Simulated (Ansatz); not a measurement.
HfN in the rock salt structure (space group Fm-3m, No. 225)

```cif
data_Hf4N4
_chemical_formula_sum 'Hf4 N4'
_space_group_name_H-M_alt 'Fm-3m'
_space_group_IT_number 225
_space_group_name_Hall '-F 4 2 3'
_cell_length_a 4.46812
_cell_length_b 4.46812
_cell_length_c 4.46812
_cell_angle_alpha 90.000
_cell_angle_beta 90.000
_cell_angle_gamma 90.000
loop_
_atom_site_label
_atom_site_type_symbol
_atom_site_symmetry_multiplicity
_atom_site_Wyckoff_symbol
_atom_site_fract_x
_atom_site_fract_y
_atom_site_fract_z
_atom_site_occupancy
Hf1 Hf 4 a 0.00000 0.00000 0.00000 1
N1 N 4 b 0.50000 0.50000 0.50000 1
```
(The calculation used a cell of 2 atoms; values per cell refer to that cell.)

The values are results of LDA/PAW in Ansatz (a program for electronic structure), no SOC, not measurements. Settings: 18×18×18 k-points, 0.05 eV Fermi–Dirac smearing.

```yaml
volume_per_atom: 11.15 Å³
density: 14.33 g/cm³
band_gap: zero
total_energy: -7927.323 eV/atom (σ→0; compares only within this code and set-up)
```

No phonon test of stability was made. All final runs are without spin polarisation. An odd electron count without spin: HfN.
